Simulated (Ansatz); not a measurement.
## Response to strain in HfO2

The parent structure is HfO2 (space group P4_2/nmc, No. 137).

```
HfO2
1.0
    3.60443     0.00000     0.00000
    0.00000     3.60443     0.00000
    0.00000     0.00000     5.26427
Hf O
2 4
Direct
  0.00000   0.00000   0.00000
  0.50000   0.50000   0.50000
  0.00000   0.50000   0.19324
  0.00000   0.50000   0.69324
  0.50000   0.00000   0.30676
  0.50000   0.00000   0.80676
```

Cartesian axes are those of the cell as printed.

Strains are applied to the cell and any free atomic positions relax; under stress the whole cell relaxes.

Levels (all Ansatz, an electronic-structure program, PAW): PBE (420 eV, no SOC); PBEsol (420 eV, no spin-orbit coupling).

The base cell above is that of PBE; each level relaxes its own structures.

Notes on the quantities. energy relative to the base: free energy F.

```csv
case,"energy relative to the base, PBE","energy relative to the base, PBEsol"
isotropic strain +2.40 %,+31 meV/atom,+34 meV/atom
uniaxial strain ε_zz = −1.69 %,+2.9 meV/atom,+3.3 meV/atom
"uniaxial stress, 8 GPa tension along z",+12 meV/atom,+8.9 meV/atom
```

The two levels differ by at most about 3.5 meV/atom. They put the cases in the same order.

Beyond what the load breaks, stability against distortions was not tested. This is not the structure that HfO2 has at room temperature and ambient pressure.
